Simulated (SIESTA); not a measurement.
# A self-consistent single point of Mo (Im-3m, 1 atom in the cell) with SIESTA

Method: GGA PBE, numerical atomic orbitals DZP, PseudoDojo PBE standard norm-conserving potentials (rewritten from UPF to PSML) (SIESTA).

Input:

```
# files in the folder: Mo.psml (PseudoDojo PBE standard)
SystemName  Mo
SystemLabel mo

NumberOfAtoms                1
NumberOfSpecies              1
%block ChemicalSpeciesLabel
  1 42 Mo
%endblock ChemicalSpeciesLabel
LatticeConstant              1.0 Ang
%block LatticeVectors
    -1.557836000    1.557836000    1.557836000
     1.557836000   -1.557836000    1.557836000
     1.557836000    1.557836000   -1.557836000
%endblock LatticeVectors
AtomicCoordinatesFormat      ScaledCartesian
%block AtomicCoordinatesAndAtomicSpecies
     0.000000000    0.000000000    0.000000000  1
%endblock AtomicCoordinatesAndAtomicSpecies

XC.functional                GGA
XC.authors                   PBE
PAO.BasisSize                DZP
PAO.EnergyShift              0.005 Ry
MeshCutoff                   350 Ry
%block kgrid.MonkhorstPack
   10   0   0  0.0
    0  10   0  0.0
    0   0  10  0.0
%endblock kgrid.MonkhorstPack
OccupationFunction           MP
OccupationMPOrder            0
ElectronicTemperature        580.23 K

MaxSCFIterations             150
SCF.Mixer.Method             Pulay
SCF.Mixer.Weight             0.1
SCF.Mixer.History            6
SCF.DM.Tolerance             1.0E-04
Diag.ParallelOverK           true
WriteForces                  true
```

Log, with long lists cut:

```
reinit: Reading from file input.fdf

reinit: System Name: Mo
reinit: System Label: mo

coor:   Atomic-coordinates input format  =     Cartesian coordinates
coor:                                          (in units of alat)

siesta: Atomic coordinates (Bohr) and species
siesta:      0.00000   0.00000   0.00000  1        1

siesta: System type = bulk

initatomlists: Number of atoms, orbitals, and projectors:      1    19    18

siesta: ******************** Simulation parameters ****************************
redata: Spin configuration                          = none
redata: Time-Reversal Symmetry                      = T
redata: Number of Atomic Species                    =        1
redata: Mesh Cutoff                                 =   350.0000 Ry
redata: Net charge of the system                    =     0.0000 |e|
redata: Min. number of SCF Iter                     =        0
redata: Max. number of SCF Iter                     =      150
redata: SCF convergence failure will abort job
redata: SCF mix quantity                            = Hamiltonian
redata: Mix DM or H after convergence               =   F
redata: Recompute H after scf cycle                 =   F
redata: Mix DM in first SCF step                    =   T
redata: No kicks to SCF
redata: DM Mixing Weight for Kicks                  =     0.5000
redata: Require Harris convergence for SCF          =   F
redata: Harris energy tolerance for SCF             =     0.000100 eV
redata: Require DM convergence for SCF              =   T
redata: DM tolerance for SCF                        =     0.000100
redata: Require EDM convergence for SCF             =   F
redata: EDM tolerance for SCF                       =     0.001000 eV
redata: Require H convergence for SCF               =   T
redata: Hamiltonian tolerance for SCF               =     0.001000 eV
redata: Require (free) Energy convergence for SCF   =   F
redata: (free) Energy tolerance for SCF             =     0.000100 eV
redata: Using DFT-D3 dispersion                     =   F
redata: Using Saved Data (generic)                  =   F
redata: Method of Calculation                       = Diagonalization
redata: Electronic Temperature                      =   580.2300 K
redata: Number of TDED substeps                     =        3
redata: Dynamics option                             = Single-point calculation
redata: Save all siesta data in one NC              =   F
redata: ***********************************************************************

%block SCF.Mixers
  Pulay
%endblock SCF.Mixers

%block SCF.Mixer.Pulay
  # Mixing method
  method pulay
  variant stable

  # Mixing options
  weight 0.1000
  weight.linear 0.1000
  history 6
%endblock SCF.Mixer.Pulay

DM_history_depth set to one: no extrapolation allowed by default for geometry relaxation
Size of DM history Fstack: 1
Total number of electrons:    14.000000
Total ionic charge:    14.000000

* ProcessorY, Blocksize:    1  20

* Orbital distribution balance (max,min):    19    19

k-point displ. along   1 input, could be:     0.00    0.50
k-point displ. along   2 input, could be:     0.00    0.50
k-point displ. along   3 input, could be:     0.00    0.50
 Kpoints in:          600 . Kpoints trimmed:          560

siesta: k-grid: Number of k-points = 560
siesta: k-points from Monkhorst-Pack grid
siesta: k-cutoff (effective) =    13.491 Ang
siesta: k-point supercell and displacements
siesta: k-grid:    10     0     0      0.000
siesta: k-grid:     0    10     0      0.000
siesta: k-grid:     0     0    10      0.000

diag: Algorithm                                     = D&C
diag: Parallel over k                               =   F
diag: Use parallel 2D distribution                  =   F
diag: Parallel block-size                           = 20
diag: Parallel distribution                         =     1 x     1
diag: Used triangular part                          = Lower
diag: Absolute tolerance                            =  0.100E-15
diag: Orthogonalization factor                      =  0.100E-05
diag: Memory factor                                 =  1.0000

superc: Internal auxiliary supercell:     9 x     9 x     9  =     729
superc: Number of atoms, orbitals, and projectors:    729  13851  13122

                        Single-point calculation

superc: Internal auxiliary supercell:     9 x     9 x     9  =     729
superc: Number of atoms, orbitals, and projectors:    729  13851  13122

outcell: Unit cell vectors (Ang):
       -1.557836    1.557836    1.557836
        1.557836   -1.557836    1.557836
        1.557836    1.557836   -1.557836

outcell: Cell vector modules (Ang)   :    2.698251    2.698251    2.698251
outcell: Cell angles (23,13,12) (deg):    109.4712    109.4712    109.4712
outcell: Cell volume (Ang**3)        :     15.1226
new_DM -- step:     1
Initializing Density Matrix...

Attempting to read DM from file... Failed...
DM filled with atomic data:

InitMesh: MESH = 30 x 30 x 30 = 27000
InitMesh: Mesh cutoff (required, used) =   350.000   512.473 Ry

stepf: Methfessel-Paxton step function
       Using Hermite-Gauss polynomials of order  0

        iscf     Eharris(eV)        E_KS(eV)     FreeEng(eV)     dDmax    Ef(eV) dHmax(eV)
   scf:    1    -1900.769108    -1910.966959    -1910.967498  0.791672 -3.341626  5.300051
   scf:    2    -1911.452611    -1911.214445    -1911.215062  0.094564 -3.546999  4.416444
   scf:    3    -1912.104630    -1911.809585    -1911.810567  0.346572 -4.543226  0.263780
   scf:    4    -1911.791287    -1911.804676    -1911.805732  0.067812 -4.319278  0.551325
   scf:    5    -1911.816783    -1911.812576    -1911.813560  0.045477 -4.519378  0.048701
   scf:    6    -1911.812636    -1911.812614    -1911.813600  0.002946 -4.496929  0.001557
mix: Pulay -- inversion failed, > SVD [rank/size] 4 / 5
   scf:    7    -1911.812614    -1911.812614    -1911.813600  0.000028 -4.497015  0.001361
mix: Pulay -- inversion failed, > SVD [rank/size] 3 / 5
   scf:    8    -1911.812614    -1911.812614    -1911.813599  0.000222 -4.498217  0.001889
mix: Pulay -- inversion failed, > SVD [rank/size] 2 / 5
   scf:    9    -1911.812614    -1911.812614    -1911.813600  0.000173 -4.497660  0.000142
   scf:   10    -1911.812614    -1911.812614    -1911.813600  0.000147 -4.497633  0.000004
mix: Pulay -- inversion failed, > SVD [rank/size] 3 / 5
   scf:   11    -1911.812614    -1911.812614    -1911.813600  0.000001 -4.497631  0.000001

SCF Convergence by DM+H criterion
max |DM_out - DM_in|         :     0.0000012958
max |H_out - H_in|      (eV) :     0.0000005193
SCF cycle converged after 11 iterations

Using DM_out to compute the final energy and forces

siesta: E_KS(eV) =            -1911.8126

siesta: E_KS - E_eggbox =     -1911.8126

siesta: Atomic forces (eV/Ang):
     1   -0.000000   -0.000000    0.000000
   Tot   -0.000000   -0.000000    0.000000
   Max    0.000000
   Res    0.000000    sqrt( Sum f_i^2 / 3N )
   Max    0.000000    constrained

Stress tensor Voigt[x,y,z,yz,xz,xy] (kbar):     -132.60     -132.60     -132.60        0.01        0.01        0.01
(Free)E + p*V (eV/cell)    -1910.5620
Target enthalpy (eV/cell)    -1911.8136

siesta: Program's energy decomposition (eV):
siesta: Ebs     =      -416.796465
siesta: Eions   =      3388.853841
siesta: Ena     =       890.332292
siesta: Ekin    =       605.358777
siesta: Enl     =       232.925709
siesta: Eso     =         0.000000
siesta: Edftu   =         0.000000
siesta: DEna    =        28.295961
siesta: DUscf   =         1.032273
siesta: DUext   =         0.000000
siesta: Ex      =      -259.206555
siesta: Ec      =       -21.697229
siesta: Exc     =      -280.903784
siesta: Eharris =     -1911.812614
siesta: Etot    =     -1911.812614
siesta: FreeEng =     -1911.813600

siesta: Stress tensor (static) (eV/Ang**3):
siesta:    -0.082764    0.000007    0.000007
siesta:     0.000007   -0.082764    0.000007
siesta:     0.000007    0.000007   -0.082764

siesta: Cell volume =         15.122556 Ang**3

siesta: Pressure (static):
siesta:                Solid            Molecule  Units
siesta:           0.00090141          0.00090141  Ry/Bohr**3
siesta:           0.08276383          0.08276383  eV/Ang**3
siesta:         132.60227402        132.60227402  kBar
```

The run converged in 11 iterations.

The starting cell comes from a database of computed structures (which also holds hypothetical and non-ambient phases and stackings), without a prior relaxation at this level. Its lattice was rescaled by a random factor within 2.5 % of one. Spin polarisation is off. Values carry the incompleteness of an atom-centred basis. With a pressure of about 13 GPa the cell is away from its equilibrium volume at this level.

Cost on one core of a shared machine: roughly 30 s.
